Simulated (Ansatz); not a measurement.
L1₂ (Cu3Au-type) Pt₃Ti, treated with PBE-D3(BJ) (Ansatz, a quantum-chemistry and plane-wave program, PAW).

Run with plane-wave cutoff 520 eV, 14×14×14 k mesh, Fermi–Dirac smearing 0.05 eV, no spin polarisation, scalar-relativistic PAW data made under PBE.

A third-order Birch–Murnaghan fit to the energies gives V0 = 14.877 Å³/atom, B0 = 260 GPa, B′ = 5.0.

```
V (Å³/atom)  P (GPa)
-----------  -------
13.986           [?]
14.283         11.75
14.581           [?]
14.878         -0.02
15.176           [?]
15.474         -9.27
15.771           [?]
```

Question: Estimate the withheld pressures from this fit; the answers are the runs' own values.

Answer: 
- 13.986, P (GPa): 18.78
- 14.581, P (GPa): 5.51
- 15.176, P (GPa): -4.93
- 15.771, P (GPa): -13.12

The formula P = (3/2) B0 (x^(7/3) − x^(5/3)) [1 + (3/4)(B′ − 4)(x^(2/3) − 1)] with x = V0/V meets the computed pressures within 0.04 GPa when these rounded values are put in.

Measured, for comparison: equilibrium volume per atom 15.01 Å³/atom (temperature not stated, not corrected to a static lattice; as tabulated in Molecular Dynamics Simulations of PtTi High-Temperature Shape Memory Alloys …). Computed (rounded) less measured: equilibrium volume per atom -0.9 %. A static lattice is as a rule a little smaller and stiffer than an uncorrected measurement, which narrows the difference in the equilibrium volume per atom and would widen misses of the other sign.

Spin–orbit coupling is not included.

Static lattice: no zero-point or thermal effects.

It cost around 3 core-minutes (rough) of CPU time.
